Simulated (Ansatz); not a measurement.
The starting structures come from a database of crystals and need not be the phases stable at ambient conditions.

 Where the default PAW files enter, the runs use the earlier of Ansatz's two default sets.

By PBEsol, the system below comes out a metal.

Input:

```yaml
crystal:
  lattice:
    - [4.98749, 0.00000, 0.00000]
    - [0.00000, 4.98749, 0.00000]
    - [0.00000, 0.00000, 4.88970]
  atoms:
    - { symbol: Si, position: [0.50000, 0.50000, 0.50000] }
    - { symbol: Si, position: [0.00000, 0.00000, 0.00000] }
    - { symbol: Mo, position: [0.00000, 0.50000, 0.25000] }
    - { symbol: Mo, position: [0.00000, 0.50000, 0.75000] }
    - { symbol: Mo, position: [0.75000, 0.00000, 0.50000] }
    - { symbol: Mo, position: [0.25000, 0.00000, 0.50000] }
    - { symbol: Mo, position: [0.50000, 0.75000, 0.00000] }
    - { symbol: Mo, position: [0.50000, 0.25000, 0.00000] }
```

Space group of this cell: P4_2/mmc. The cell is strained (lengths across the current scaled by 1.02, ions clamped); by PBEsol its mean pressure is -13.4 GPa.

The current flows along the normal of the first two printed cell vectors, the (001) (indices of the unstrained crystal) plane of the conventional cell. No spin-orbit coupling; the value is a mean over 0.1 eV about the Fermi level.

### Question
Estimate the ballistic conductance per area that PBEsol (Ansatz, an electronic-structure program) returns for this system.

### Answer
0.79 × 10¹⁵ S/m² for both spins.
